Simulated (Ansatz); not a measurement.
Results of LDA (Ansatz, a program for electronic structure, plane waves, PAW) for CdSe (model structure, started from the BN type, Pm-3n, No. 223, 12 atoms in the cell).

Numerical settings: plane-wave cutoff 520 eV, 6×6×6 k mesh, Fermi–Dirac smearing 0.01 eV, scalar-relativistic PAW data made under PBE.

Cell (relaxed at this level):

Space group Pm-3n (No. 223); a = 7.395 Å, b = 7.395 Å, c = 7.395 Å, α = 90.00°, β = 90.00°, γ = 90.00°

| atom | site | symmetry | x | y | z |
|---|---|---|---|---|---|
| Cd | 6c | -4m.2 | 0.0000 | 0.5000 | 0.2500 |
| Se | 6d | -4m.2 | 0.0000 | 0.2500 | 0.5000 |

Problem. Predict the band gap.

Solution. 
band gap: 0.60 eV (on the SCF k mesh)

Note: the relaxation could raise the start's symmetry but not lower it, so the cell can be a saddle point.

Spin–orbit coupling is not included.

The computed numbers hold no vibrational or temperature effects.

The result took around 8 core-minutes (rough).

A model structure was made by putting elements into a prototype or built by hand; it is no filed structure, need not be a known phase, and can be a saddle point held by its symmetry.
